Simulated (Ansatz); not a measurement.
## Ge on the Ga site in wurtzite GaN

Computed with PBE, PAW (plane waves to 420 eV; Ansatz, a program for electronic structure). A 3×2×2 supercell of 96 sites was used; the energies come from a 2×2×2 shifted sampling of its zone. Site at the start: the Ga site. Energies of charged states are corrected for periodic images (point charge plus alignment at distant sites). Dielectric constants: PBE linear response of the host. Host gap at this level: 1.71 eV. These values are not converged in cell size to better than tenths of an eV. Levels are measured in PBE's own, too narrow, gap. Spin–orbit coupling is left out. Each state is the lowest found from its start.

Formation energies E_f are given with the Fermi level at the valence-band maximum. Chemical conditions: N-rich (Δμ(Ga) = -0.88 eV, Δμ(Ge) = -0.009 eV, bounded by Ge3N4 (P31c); only phases computed here count, gases as isolated molecules at 0 K). Reference phases: Ga: alpha gallium, Ge: germanium.

```json
[
 {"charge": "+1", "moment (μB)": "not spin-polarised", "largest move off a lattice site (Å)": "0.07", "image correction with alignment (eV)": "0.20", "E_f, N-rich (eV)": "-1.42"},
 {"charge": "0*", "moment (μB)": "quenched", "largest move off a lattice site (Å)": "0.06", "image correction with alignment (eV)": "–", "E_f, N-rich (eV)": "–"},
 {"charge": "−1*", "moment (μB)": "not spin-polarised", "largest move off a lattice site (Å)": "0.06", "image correction with alignment (eV)": "–", "E_f, N-rich (eV)": "–"}
]
```

* At this level the carrier isn't localised at the defect: at charge 0 electrons occupy the conduction band; at charge −1 electrons occupy the conduction band. Such a state is shallow or no state of the defect, and this cell gives it no level.

Starting moments that weren't kept: charge 0 began with 1 μB and ended with 0.0.

No other site or start that was run ended lower by more than 0.1 eV.

Flagged in the runs: a doubtful potential alignment, a host whose relaxation on this sampling wasn't shown to rest.
